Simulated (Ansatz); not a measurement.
## LiTaO3 (model structure, P4mm, No. 99, 5 atoms in the cell)

Calculation: LDA in Ansatz (plane waves, PAW).

Settings: plane-wave cutoff 520 eV, 10×10×8 k mesh (along the axes of the cell as run), Fermi–Dirac smearing 0.01 eV, scalar-relativistic PAW data made under PBE.

Cell (relaxed with PBEsol):

LiTaO3 has the tetragonal space group P4mm (No. 99), Pearson symbol tP5. Cell: a = 3.920 Å, b = 3.920 Å, c = 4.003 Å, α = 90.00°, β = 90.00°, γ = 90.00°. Ta on 1b sees 1 O at 1.830 Å and 4 O at 1.979 Å and 1 O at 2.173 Å. Li on 1a is coordinated by 4 O at 2.101 Å. O1 on 1b is coordinated by 1 Ta at 1.830 Å and 1 Ta at 2.173 Å (linear). O2 on 2c sees 2 Ta at 1.979 Å and 2 Li at 2.101 Å. (Neighbours: up to the widest gap in distance over summed covalent radii, below 1.35, at either atom; cation-cation and far metal-metal contacts left out.)

For LiTaO3 (model structure, P4mm, No. 99, 5 atoms in the cell), the band gap is 2.14 eV and the smallest direct gap on the k points sampled is 3.04 eV.

Note: the relaxation could raise the start's symmetry but not lower it, so the cell can be a saddle point; cell and atoms aren't relaxed at this level (pressure -4.5 GPa).

Spin–orbit coupling is not included.

Computed values are for the static lattice.

Computing time: roughly 10 core-seconds.

A model structure was made by putting elements into a prototype or built by hand; it is no filed structure, need not be a known phase, and can be a saddle point held by its symmetry.

Ansatz is an electronic-structure program.
